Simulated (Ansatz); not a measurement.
Start from Ir in the fcc (Cu type) structure (space group Fm-3m, No. 225; a = 3.8456 Å; relaxed with 0.1 eV smearing). Axes: x, y, z lie along the cube axes.

The values are results of Ansatz (a quantum-chemistry and plane-wave program) r2SCAN, no spin-orbit coupling, earlier PAW set, not measurements.

A first run, uniaxial strain ε_xx = −1.88 %, gives secant values C11 ≈ 670 GPa and C12 ≈ 270 GPa from its stress. A second run applies isotropic strain −1.30 %.

**Question.** What does linear elasticity predict for the bulk modulus −ΔP/(ΔV/V₀) in the second run, and what does the run give?

**Answer.** Linear elasticity: (C11 + 2 C12)/3 = 400 GPa. The run gives 420 GPa; any difference comes from nonlinear terms at these strains and numerical noise.

Stability against distortions was not tested. All final runs are without spin polarisation.
